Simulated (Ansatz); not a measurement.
Take Bi₂TeO₂ (space group I4/mmm, No. 139; a = 3.967 Å, c = 12.632 Å; a cell from a computed database, its experimental status unchecked) as the base.

Levels (all Ansatz, a quantum-chemistry and plane-wave program, PAW): PBEsol (420 eV, scalar-relativistic without spin-orbit coupling); PBEsol+SOC (420 eV, spin-orbit coupling included).

The geometry is relaxed with PBEsol.

| Item | Value |
|---|---|
| PBEsol pressure | 0.0 GPa |

**Question.** How does going to PBEsol+SOC change the pressure?

**Answer.** The pressure goes from zero to 0.6 GPa.

Single points use the geometry relaxed with PBEsol. Differences between runs with and without spin-orbit coupling are approximate. Stability against distortions was not tested. The base started in Fmm2 and relaxed to I4/mmm at this level. The runs without spin-orbit coupling are not spin-polarised.
